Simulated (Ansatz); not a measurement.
Li2S: energy against volume

Li2S (antifluorite, Fm-3m, 15.479 Å³/atom and stress up to 0.01 GPa in the relaxed cell, cube axes along x, y and z) under hydrostatic pressure, with the cell free. PBE in Ansatz, a plane-wave DFT program (PAW, default set), 420 eV, 10×10×10 Γ-centred mesh, Fermi-Dirac smearing 0.05 eV; ions are relaxed, or left where forces stay under 0.02 eV/Å, within the symmetry of each cell.

Here V stands for volume and E for E less E0.

```csv
volume (Å³/atom),E less E0 (meV/atom),pressure (GPa)
16.3399,5.56,-1.98
15.8783,1.25,-0.99
15.4788,0.00,0.00
15.3665,0.10,0.30
15.2225,0.55,0.70
14.9521,2.41,1.51
14.5044,?,?
```

Task: Using the third-order Birch-Murnaghan form, a cubic in V^(-2/3), estimate the missing E at V = 14.5044 from the other rows, showing the fit.

Result: With u = V^(-2/3) - 0.1607, the rows have u = -0.0054016, -0.0024062, 0.0003059, 0.0010894, 0.0021081, 0.0040651. Least squares gives E = 0.012 - 103.9·u + 170747·u² - 26400·u³. Residuals (row less fit): 0.001, -0.001, 0.004, -0.001, -0.002, 0.001; standard error 0.003 (degrees of freedom: 2). Its minimum lies at u = 0.0003043, so V0 = (0.1610043)^(-3/2) = 15.48. There d²E/du² = 341400 and d³E/du³ = -158400, so B0 = (4/9) × 15.48^(-7/3) × 341400 × 0.160218 = 40.7 GPa (the last factor turns the table's units into GPa), and B0' = 4 + (2/3) × 0.1610043 × (-158400)/341400 = 4.0. B0' rests on the cubic coefficient alone and has a standard error of 0.1 from these residuals. At the withheld row, u = 0.0074384, so E = 0.012 - 103.9 × 0.0074384 + 170747 × 0.0074384² - 26400 × 0.0074384³ = 8.676 meV/atom. The calculation gives 8.66 meV/atom, 0.016 meV/atom below the prediction (0.2 % of the range of E in the table). The row lies outside the fitted rows, so this is an extrapolation. The scatter of the fitted rows lies at the last printed digit.

Other structures, which can take over under pressure, weren't tried. The same form fitted to the pressure column gives B0' = 3.9; series where the two differ by over 0.4 aren't shown. Rows are the converged runs of the series near zero and its far end, less any whose ions stayed unrelaxed beside relaxed ones; series whose fitted rows scatter by over a few per cent of the range, as at a crossing or softening among them, aren't shown in this form.
